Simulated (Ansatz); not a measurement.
**Question.** Name crystals whose electron conductivity mass lies between 0.26 and 0.41 mₑ and whose Seebeck coefficient, p-type 1e19 cm⁻³ lies between 320 and 500 μV/K, by HSE06, rigid bands (Ansatz, an electronic-structure program).

**Answer.** Many crystals can fit; among those computed here:
- Mg₂Si (Fm-3m): 0.27 mₑ, 362 μV/K
- GaP (F-43m): 0.34 mₑ, 336 μV/K
- MgS (Fm-3m): 0.35 mₑ, 451 μV/K
- BP (F-43m): 0.32 mₑ, 320 μV/K
- BeS (F-43m): 0.36 mₑ, 391 μV/K

Masses are for dilute carriers at 300 K, harmonic means over directions unless an axis is named. Seebeck coefficients are for the stated density at 300 K, with one relaxation time for all states and whether or not that doping can be reached. Spin-orbit coupling is left out.
